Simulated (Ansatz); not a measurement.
## hypothetical rock salt BeS with two functionals, pressure 1.5 GPa

The parent structure is BeS in the rock salt structure (space group Fm-3m, No. 225; a = 4.6293 Å; a hypothetical phase, not in the database extracts checked).

(Cell as relaxed with PBE.)

Levels (all Ansatz, a first-principles code, PAW): PBE (420 eV, without spin-orbit coupling); PBEsol (420 eV, no spin-orbit coupling).

Each level relaxes its own structure.

| base | PBE | PBEsol |
|---|---|---|
| volume per atom | 12.40 Å³ | 12.09 Å³ |
| lattice parameter a | 4.629 Å | 4.590 Å |
| band gap | 0.97 eV | 0.95 eV |

It is then changed as follows: cell and atoms relaxed at a pressure of 1.5 GPa.

```tsv
quantity	PBE	PBEsol
shift of the gap caused by the change	+0.01 eV	+0.01 eV
band gap	0.98 eV	0.95 eV
shortest interatomic distance	2.304 Å	2.285 Å
```

PBE's band gap lies 0.022 eV above PBEsol's; PBE's shortest interatomic distance lies 0.019 Å above PBEsol's (0.8 %); the two agree on the shift of the gap caused by the change. Neither level is exact; PBEsol is the comparison here, not a measurement.

Load acts through the strain it causes; cell and atoms are relaxed under it. No phonon test of stability was made.
